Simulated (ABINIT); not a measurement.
A self-consistent single point of SrZn₅ (P6/mmm, 6 atoms in the cell) with ABINIT.

Method of the run: PBEsol, PAW (JTH v2.0 PBE PAW, files made for PBE) (plane waves; ABINIT).

The change in words: lattice scaled by 0.98. Reference geometry:
```xyz
6
Lattice="5.4863 0.0000 0.0000 -2.7431 4.7513 0.0000 0.0000 0.0000 4.1986" Properties=species:S:1:pos:R:3 pbc="T T T"
Sr     0.0000     0.0000     0.0000
Zn     2.7431     1.5838     0.0000
Zn     0.0000     3.1675     0.0000
Zn     2.7431     0.0000     2.0993
Zn     1.3716     2.3756     2.0993
Zn    -1.3716     2.3756     2.0993
```

Reference input (self-consistent single point, DFT, PBEsol, plane waves, PAW (JTH v2.0 PBE PAW, files made for PBE)): pseudos = [Sr.GGA_PBE-JTH.xml, Zn.GGA_PBE-JTH.xml]; ecut = 816 eV; pawecutdg = 1633 eV; pawxcdev = 0; ixc = -116133; occopt = 3; tsmear = 0.00367493 Ha; ngkpt = 5 5 5; nshiftk = 1; shiftk = 0 0 0; potentials = JTH v2.0 PBE PAW; nband = 45. This run's input differs from it in these lines:

```diff
@@ -5,5 +5,5 @@
 rprim
-        10.3675860721   -0.0000001234    0.0000000000
-        -5.1837929292    8.9785929761    0.0000000000
-         0.0000000000    0.0000000000    7.9341285178
+        10.1602345327   -0.0000002509    0.0000000000
+        -5.0801170491    8.7990213391    0.0000000000
+         0.0000000000    0.0000000000    7.7754463254
 natom 6
@@ -14,7 +14,7 @@
          0.0000000000    0.0000000000    0.0000000000
-         5.1837930717    2.9928642431    0.0000000000
-         0.0000000713    5.9857286096    0.0000000000
-         5.1837930361   -0.0000000617    3.9670642589
-         2.5918965715    4.4892964263    3.9670642589
-        -2.5918964646    4.4892964880    3.9670642589
+         5.0801173388    2.9330069458    0.0000000000
+         0.0000001448    5.8660141425    0.0000000000
+         5.0801172663   -0.0000001254    3.8877231627
+         2.5400587418    4.3995105441    3.8877231627
+        -2.5400585245    4.3995106696    3.8877231627
 ecut 816 eV
```

Log, with long lists cut:

```
--- !BeginCycle
solver: {iscf: 17, nstep: 50, nline: 4, wfoptalg: 10, }
tolerances: {toldfe: 1.00E-09, }
...

     iter   Etot(hartree)      deltaE(h)  residm     nres2
 ETOT  1  -349.39755074985    -3.494E+02 8.871E+00 4.201E+01
 ETOT  2  -352.61085099187    -3.213E+00 3.560E-01 1.910E+01
 ETOT  3  -352.58841685551     2.243E-02 1.563E-01 5.896E+00
 ETOT  4  -352.57846341179     9.953E-03 5.776E-02 4.953E-01
 ETOT  5  -352.57748873846     9.747E-04 5.158E-02 3.597E-02
   [... 16 lines left out ...]
 ETOT 22  -352.57891958328     1.684E-09 6.010E-04 6.932E-08
 ETOT 23  -352.57891958462    -1.342E-09 2.441E-04 3.116E-07
 ETOT 24  -352.57891958524    -6.227E-10 5.495E-04 8.167E-09
 ETOT 25  -352.57891958536    -1.211E-10 1.321E-04 3.158E-08
 At SCF step   25, etot is converged :
  for the second time, diff in etot=  1.211E-10 < toldfe=  1.000E-09

 Cartesian components of stress tensor (hartree/bohr^3)
  sigma(1 1)= -7.75707856E-05  sigma(3 2)=  0.00000000E+00
  sigma(2 2)= -7.75707854E-05  sigma(3 1)=  0.00000000E+00
  sigma(3 3)= -1.17699094E-04  sigma(2 1)=  3.76999602E-14

 ----iterations are completed or convergence reached----

 reduced coordinates (array xred) for    6 atoms
       0.000000000000      0.000000000000      0.000000000000
       0.666666666667      0.333333333333      0.000000000000
       0.333333333333      0.666666666667      0.000000000000
       0.500000000000      0.000000000000      0.500000000000
       0.500000000000      0.500000000000      0.500000000000
       0.000000000000      0.500000000000      0.500000000000
   [... lines left out ...]
 Fermi (or HOMO) energy (hartree) =   0.34133   Average Vxc (hartree)=  -0.38679
   [... lines left out ...]
'-kT*entropy'       : -3.62532583564930E-03
total_energy        : -3.52578916762892E+02
total_energy_eV     : -9.59416024497805E+03
...

-Cartesian components of stress tensor (GPa)         [Pressure=  2.6757E+00 GPa]
- sigma(1 1)= -2.28221092E+00  sigma(3 2)=  0.00000000E+00
- sigma(2 2)= -2.28221092E+00  sigma(3 1)=  0.00000000E+00
- sigma(3 3)= -3.46282632E+00  sigma(2 1)=  1.10917094E-09

 Calculation completed.
```

The run converged in 25 iterations. Against the reference run the free energy goes up by 3.7 meV/atom and the pressure goes from -1.51 to 2.68 GPa.

The starting cell comes from a database of computed structures (which also holds hypothetical and non-ambient phases and stackings), without a prior relaxation at this level. For this run, on top of that: lattice scaled by 0.98. The potentials were made for another functional than the one used.

Cost on one core of a shared machine: roughly 5 min.
